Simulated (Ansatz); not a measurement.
Input and output of a self-consistent single point for a (110) slab of Hf (cut from a parent of space group no. 194; 20 atoms in the cell) (Ansatz, a program for electronic structure).

Method of the run: LDA (PW92), PAW files made with PBE (plane waves; Ansatz).

The change in words: vacuum of 6 angstrom (first run: 14 Å). Reference geometry:
```
CELL_PARAMETERS angstrom
      5.37718     0.00000     0.00000
      0.00000     9.98880     0.00000
      0.00000     0.00000    20.36440
ATOMIC_POSITIONS crystal
  Hf 0.91667 0.00000 0.34374
  Hf 0.91667 0.50000 0.34374
  Hf 0.25000 0.75000 0.34374
  Hf 0.58333 0.25000 0.34374
  Hf 0.41667 0.00000 0.42187
  Hf 0.41667 0.50000 0.42187
  Hf 0.75000 0.75000 0.42187
  Hf 0.08333 0.25000 0.42187
  Hf 0.91667 0.00000 0.50000
  Hf 0.91667 0.50000 0.50000
  Hf 0.25000 0.75000 0.50000
  Hf 0.58333 0.25000 0.50000
  Hf 0.41667 0.00000 0.57813
  Hf 0.41667 0.50000 0.57813
  Hf 0.75000 0.75000 0.57813
  Hf 0.08333 0.25000 0.57813
  Hf 0.91667 0.00000 0.65626
  Hf 0.91667 0.50000 0.65626
  Hf 0.25000 0.75000 0.65626
  Hf 0.58333 0.25000 0.65626
```

Reference input (self-consistent single point, DFT, LDA (PW92), plane waves, PAW files made with PBE): basis.ecutwfc = 420 eV; kpoints.mp_grid.grid = 5 3 1; hamiltonian.xc = lda; hamiltonian.pseudopotentials = {kind: paw} (the program's default PAW files); scf.occupations.method = gaussian; scf.occupations.width = 0.1 eV. This run's input differs from it in these lines:

Ansatz 0.2 input:
```diff
@@ -5,12 +5,12 @@
     - [0.000000, 9.988805, 0.000000]
-    - [0.000000, 0.000000, 20.364400]
+    - [0.000000, 0.000000, 12.364404]
   atoms:
-    - { symbol: Hf, position: [0.916667, 0.000000, 0.343737] }
-    - { symbol: Hf, position: [0.916667, 0.500000, 0.343737] }
-    - { symbol: Hf, position: [0.250000, 0.750000, 0.343737] }
-    - { symbol: Hf, position: [0.583333, 0.250000, 0.343737] }
-    - { symbol: Hf, position: [0.416667, 0.000000, 0.421869] }
-    - { symbol: Hf, position: [0.416667, 0.500000, 0.421869] }
-    - { symbol: Hf, position: [0.750000, 0.750000, 0.421869] }
-    - { symbol: Hf, position: [0.083333, 0.250000, 0.421869] }
+    - { symbol: Hf, position: [0.916667, 0.000000, 0.242632] }
+    - { symbol: Hf, position: [0.916667, 0.500000, 0.242632] }
+    - { symbol: Hf, position: [0.250000, 0.750000, 0.242632] }
+    - { symbol: Hf, position: [0.583333, 0.250000, 0.242632] }
+    - { symbol: Hf, position: [0.416667, 0.000000, 0.371317] }
+    - { symbol: Hf, position: [0.416667, 0.500000, 0.371317] }
+    - { symbol: Hf, position: [0.750000, 0.750000, 0.371317] }
+    - { symbol: Hf, position: [0.083333, 0.250000, 0.371317] }
     - { symbol: Hf, position: [0.916667, 0.000000, 0.500000] }
@@ -19,10 +19,10 @@
     - { symbol: Hf, position: [0.583333, 0.250000, 0.500000] }
-    - { symbol: Hf, position: [0.416667, 0.000000, 0.578131] }
-    - { symbol: Hf, position: [0.416667, 0.500000, 0.578131] }
-    - { symbol: Hf, position: [0.750000, 0.750000, 0.578131] }
-    - { symbol: Hf, position: [0.083333, 0.250000, 0.578131] }
-    - { symbol: Hf, position: [0.916667, 0.000000, 0.656263] }
-    - { symbol: Hf, position: [0.916667, 0.500000, 0.656263] }
-    - { symbol: Hf, position: [0.250000, 0.750000, 0.656263] }
-    - { symbol: Hf, position: [0.583333, 0.250000, 0.656263] }
+    - { symbol: Hf, position: [0.416667, 0.000000, 0.628683] }
+    - { symbol: Hf, position: [0.416667, 0.500000, 0.628683] }
+    - { symbol: Hf, position: [0.750000, 0.750000, 0.628683] }
+    - { symbol: Hf, position: [0.083333, 0.250000, 0.628683] }
+    - { symbol: Hf, position: [0.916667, 0.000000, 0.757368] }
+    - { symbol: Hf, position: [0.916667, 0.500000, 0.757368] }
+    - { symbol: Hf, position: [0.250000, 0.750000, 0.757368] }
+    - { symbol: Hf, position: [0.583333, 0.250000, 0.757368] }
 basis:
```

Output, abridged:

```
SCF iter   1: F=—  HF=-309550.656170 eV  |F-HF|=—  |Δ(HF+E_count)|=         —  Δρ=4.36e-2  dr2=1.75e2  ethr=3.10e-3  ⟨swp⟩=5.7  Hψ=5742  notcnv=0  defer=50
all-band conjugate gradients solve this SCF's bands
preconditioner: auto → LDOS
SCF iter   2: F=—  HF=-309551.436173 eV  |F-HF|=—  |Δ(HF+E_count)|=   7.80e-1  Δρ=5.53e-2  dr2=3.13e2  ethr=3.10e-3  ⟨swp⟩=4.0  Hψ=3963  notcnv=0  defer=227
   [... lines left out ...]
SCF iter   9: F=—  HF=-309534.397999 eV  |F-HF|=—  |Δ(HF+E_count)|=   2.78e-6  Δρ=3.72e-5  dr2=6.21e-5  ethr=2.70e-8  ⟨swp⟩=2.3  Hψ=2839  notcnv=0  defer=215
SCF iter  10: F=—  HF=-309534.398779 eV  |F-HF|=—  |Δ(HF+E_count)|=   7.80e-4  Δρ=1.28e-5  dr2=2.94e-6  ethr=1.19e-8  ⟨swp⟩=2.0  Hψ=2768  notcnv=0  defer=215
SCF iter  11: F=—  HF=-309534.398779 eV  |F-HF|=—  |Δ(HF+E_count)|=   2.12e-7  Δρ=5.71e-6  dr2=3.68e-7  ethr=5.66e-10  ⟨swp⟩=2.5  Hψ=3148  notcnv=0  defer=215
SCF iter  12: F=-309534.398779 eV  HF=-309534.398779 eV  |F-HF|=5.53e-9  |Δ(HF+E_count)|=   8.42e-8  Δρ=2.36e-6  dr2=8.93e-8  ethr=1.92e-11  ⟨swp⟩=14.0  Hψ=10716  notcnv=0
SCF 1 converged in 12 iterations: F = -309534.398779 eV  dr2 = 8.93e-8
Free energy (F): -309534.398779 eV
Internal energy: -309534.257623 eV  (E = F + TS)
E sigma→0 (E₀):  -309534.328201 eV
Entropy (-TS):   -0.141156 eV (-7.058 meV/atom)
Fermi energy:    10.807235 eV
--- Forces (eV/Å), atoms counted from 1 ---
  atom   1  Hf     0.00000000     0.00000000     1.01911158
  atom   2  Hf     0.00000000     0.00000000     1.01911158
  atom   3  Hf     0.79271816    -0.00000000     0.95185978
  atom   4  Hf    -0.79271816     0.00000000     0.95185978
  atom   5  Hf     0.00000000     0.00000000    -0.36439456
  atom   6  Hf     0.00000000     0.00000000    -0.36439456
  atom   7  Hf    -0.26583985     0.00000000    -0.18678651
  atom   8  Hf     0.26583985    -0.00000000    -0.18678651
   [... lines left out ...]
  atom  20  Hf    -0.79271816     0.00000000    -0.95185978
--- Stress (GPa, compression-positive) ---
       -6.479154       0.000000       0.000000
        0.000000      -5.239448       0.000000
        0.000000       0.000000      -6.342684
  P = ⅓ Tr σ = -6.0204 GPa (-60.204 kbar)
  The stress holds the Pulay correction. Without it, at fixed plane waves, as pw.x and ABINIT print it: P = -6.0417 GPa
```

The run converged in 12 iterations. Against the reference run the free energy falls by 15.1 meV/atom and the largest force goes from 1.326 to 1.239 eV/Å.

The starting cell was generated: these elements placed on a structure prototype, without a prior relaxation; it need not be a known phase or ordering of this composition. The slab is cut from that crystal, and its faces are unrelaxed. Its lattice was rescaled in the plane by a random factor within 2.5 % of one. Spin-orbit coupling is off. Forces in this geometry exceed 1 eV/Å.

Cost on one core of a shared machine: roughly 50 s.
